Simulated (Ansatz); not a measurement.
ZnO under a change: O → S

Take ZnO in the wurtzite structure (space group P6_3mc, No. 186; a = 3.280 Å, c = 5.294 Å) as the base.

The change: every O is replaced by S; the structure is relaxed again.

The values are results of Ansatz (a program for electronic structure) PBE, no spin-orbit coupling, earlier PAW set, not measurements. Γ-centred 10×10×5 mesh, Fermi–Dirac width 0.05 eV, for the changed cell.

| quantity | base | changed | shift |
|---|---|---|---|
| volume per atom | 12.33 Å³ | 20.19 Å³ | +7.86 Å³ |
| c/a ratio | 1.614 | 1.640 | +0.026 |
| shortest interatomic distance | 1.999 Å | 2.357 Å | +0.358 Å |
| band gap | 0.74 eV | 2.07 eV | +1.33 eV |
| gap character | direct at Γ | direct at Γ | – |
| width of the top valence band | 1.71 eV | 2.03 eV | +0.326 eV |
| electron mass | 0.14 mₑ (at Γ) | 0.16 mₑ along c, 0.18 mₑ across (at Γ) | – |
| valence-band top at Γ (three highest levels, from the VBM) | 0.00, 0.00, -0.08 eV | 0.00, 0.00, -0.07 eV | – |

Effective masses come from finite differences of ±0.01 Å⁻¹. Whether these cells are dynamically stable was not tested.
